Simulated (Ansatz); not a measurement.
## One base run on NaMgF3 (Pm-3m, 5 atoms in the cell) and variants with one or two settings moved

```
CELL_PARAMETERS angstrom
      3.96427     0.00000     0.00000
      0.00000     3.96427     0.00000
      0.00000     0.00000     3.96427
ATOMIC_POSITIONS crystal
  Na 0.00000 0.00000 0.00000
  Mg 0.50000 0.50000 0.50000
  F  0.50000 0.50000 0.00000
  F  0.00000 0.50000 0.50000
  F  0.50000 0.00000 0.50000
```

Base run A: HSE06, default PAW files made with PBE in Ansatz (a program for electronic structure), self-consistent single point.

Its settings: basis.ecutwfc = 30.9 Ry; kpoints.mp_grid.grid = 4 4 4; hamiltonian.xc = hse06; hamiltonian.pseudopotentials = {kind: paw} (the program's default PAW files); scf.occupations.method = fixed.

The starting cell comes from a database of computed structures (which also holds hypothetical and non-ambient phases and stackings), without a prior relaxation at this level. Its lattice was rescaled by a random factor within 2.5 % of one. In the base run, with a pressure of about -3 GPa the cell is away from its equilibrium volume at this level. Ansatz's pressure includes its estimate of the finite-basis (Pulay) stress.

ΔF is the free energy per atom less that of run A. A dash stands where there is no value to compare (another energy zero or no entropy term, no result, no spin, no clean gap, or a mesh too coarse for one). Absolute energies have different zeros for different potentials, functionals, Hubbard and dispersion terms and are not compared across them.

Run A gave: pressure (GPa) -3.01; gap on the mesh (eV) 8.052.

Runs:
- B: hamiltonian.xc: hse06 → pbesol [PBEsol]
- C: hamiltonian.xc: hse06 → pbe0 [PBE0]
- D: scf.convergence.dr2_threshold: default (1e-07 eV) → 1e-08 eV
- E: scf.mixing.algorithm: default (the program chose MSR1) → anderson
- F: scf.mixing.algorithm: default (the program chose MSR1) → anderson; scf.mixing.beta: default → 0.05
- G: scf.eigensolver.kind: default (the program chose davidson) → davidson

What does run B change against A?

The pressure hardly changes (-3.01 to -2.93 GPa) and the gap on the mesh goes from 8.052 to 5.798 eV.

What does run C change against A?

The pressure moves little (-3.01 to -3.06 GPa) and the gap on the mesh goes from 8.052 to 8.822 eV.

| run | ΔF (meV/atom) | pressure (GPa) | gap on the mesh (eV) |
|---|---|---|---|
| A | 0.00 | -3.01 | 8.052 |
| B | – | -2.93 | 5.798 |
| C | – | -3.06 | 8.822 |
| D | 0.00 | -3.01 | 8.052 |
| E | 0.00 | -3.01 | 8.052 |
| F | 0.00 | -3.01 | 8.052 |
| G | 0.00 | -3.01 | 8.052 |

Keys are those of Ansatz 0.2.
